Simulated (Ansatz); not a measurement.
```
CELL_PARAMETERS angstrom
     -0.00458     1.77623     1.79008
      1.77623    -0.00458     1.79008
      1.77165     1.77165     0.00000
ATOMIC_POSITIONS crystal
  Cu 0.00000 0.00000 0.00000
```

Calculation: PBEsol, rigid bands (plane waves, PAW, scalar-relativistic; Ansatz, a program for electronic structure). Condition of this run: uniaxial stress along [110] of 1 GPa (compression positive) (the target of the relaxation). Geometry: cell and atoms relaxed with PBEsol, then loaded as said.

Problem. Predict the product ρ₀λ of resistivity and mean free path that follows from the Fermi surface's area.

Solution. 6.5 ×10⁻¹⁶ Ω·m².

Problem. And the Drude plasma energy and the root-mean-square Fermi velocity at 300 K?

Solution. 9.1 eV; 1.1e6 m/s.

A metal at this level (no band gap); rigid bands, thermally averaged at 300 K, both spins. Spin-orbit coupling is left out. τ is one relaxation time for all states; the product of resistivity and mean free path takes one path for all states instead.
